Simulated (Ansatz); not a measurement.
Input:

End structure of a constructed model of the (111)A surface of zinc-blende InAs, In-terminated, 2x2 Mg adatom at H3 (bottom of the slab: 3 H on 4 bottom sites):

```yaml
crystal:
  lattice:
    - [8.74788, 0.00000, 0.00000]
    - [-4.37394, 7.57589, 0.00000]
    - [0.00000, 0.00000, 31.00000]
  atoms:
    - { symbol: As, position: [0.00292, 0.99709, 0.32072] }
    - { symbol: As, position: [0.49460, 0.99730, 0.32079] }
    - { symbol: As, position: [0.00292, 0.50584, 0.32072] }
    - { symbol: As, position: [0.49960, 0.49980, 0.30086] }
    - { symbol: In, position: [0.34767, 0.19514, 0.34275] }
    - { symbol: In, position: [0.83368, 0.16684, 0.34319] }
    - { symbol: In, position: [0.34767, 0.65253, 0.34275] }
    - { symbol: In, position: [0.80453, 0.65226, 0.34256] }
    - { symbol: As, position: [0.33333, 0.16667, 0.42919] }
    - { symbol: As, position: [0.83333, 0.16667, 0.42919] }
    - { symbol: As, position: [0.33333, 0.66667, 0.42919] }
    - { symbol: As, position: [0.83333, 0.66667, 0.42919] }
    - { symbol: In, position: [0.16667, 0.33333, 0.45799] }
    - { symbol: In, position: [0.66667, 0.33333, 0.45799] }
    - { symbol: In, position: [0.16667, 0.83333, 0.45799] }
    - { symbol: In, position: [0.66667, 0.83333, 0.45799] }
    - { symbol: As, position: [0.16975, 0.33487, 0.54402] }
    - { symbol: As, position: [0.66537, 0.32876, 0.54464] }
    - { symbol: As, position: [0.16671, 0.83336, 0.54521] }
    - { symbol: As, position: [0.66537, 0.83661, 0.54464] }
    - { symbol: In, position: [0.00001, 0.00244, 0.57246] }
    - { symbol: In, position: [0.49738, 0.99869, 0.57687] }
    - { symbol: In, position: [0.00001, 0.49757, 0.57246] }
    - { symbol: In, position: [0.50405, 0.50203, 0.57171] }
    - { symbol: As, position: [0.98253, 0.01170, 0.65939] }
    - { symbol: As, position: [0.49395, 0.99698, 0.66670] }
    - { symbol: As, position: [0.98253, 0.47083, 0.65939] }
    - { symbol: As, position: [0.49649, 0.49824, 0.65796] }
    - { symbol: In, position: [0.31746, 0.16113, 0.68932] }
    - { symbol: In, position: [0.80927, 0.15464, 0.71002] }
    - { symbol: In, position: [0.31746, 0.65633, 0.68932] }
    - { symbol: In, position: [0.84169, 0.67084, 0.66658] }
    - { symbol: H, position: [0.99798, 0.00158, 0.27150] }
    - { symbol: H, position: [0.50447, 0.00223, 0.27159] }
    - { symbol: H, position: [0.99798, 0.49640, 0.27150] }
    - { symbol: Mg, position: [0.16655, 0.33328, 0.74627] }
```

Model: 36-atom slab, 14.7 Å thick at the start with caps and adatoms, 3x3x1 mesh, Fermi-Dirac 0.025 eV, dipole correction, 8 atoms held, the rest relaxed; symmetry of the start imposed; spin-polarised, ending with about 0.6 μB a cell, a value that depends on the mesh; orders that need a larger cell were not tried, no spin-orbit, no U. The slab shows no gap over 0.04 eV on its mesh. In PBE it is, or lies within 0.01 eV a 1x1 cell of, the lowest of the 2 structures of its composition computed so far; subsurface sites and larger cells were not tried.

Problem. Predict the work function of the top face from PBE run with Ansatz (a program for electronic structure).

Solution. 3.73 eV
